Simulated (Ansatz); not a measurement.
The starting structures come from a database of crystals and need not be the phases stable at ambient conditions.

By PBEsol, the system below comes out a metal.

A figure of merit of an interconnect metal is its ballistic conductance per area.

Here is the system:

```
LiPd
1.0
    2.77623     0.00000     0.00000
   -1.38811     2.40429     0.00000
    0.00000     0.00000     4.10622
Li Pd
1 1
Direct
  0.00000   0.00000   0.00000
  0.33333   0.66667   0.50000
```

Space group of this cell: P-6m2. The cell is taken as given; by PBEsol its mean pressure is -1.8 GPa.

The current flows along the normal of the first two printed cell vectors, the (001) plane of the conventional cell. No spin-orbit coupling; the value is a mean over 0.1 eV about the Fermi level.

### Question
Give the ballistic conductance per area that PBEsol (Ansatz, a program for electronic structure) yields.

### Answer
0.25 × 10¹⁵ S/m² for both spins.
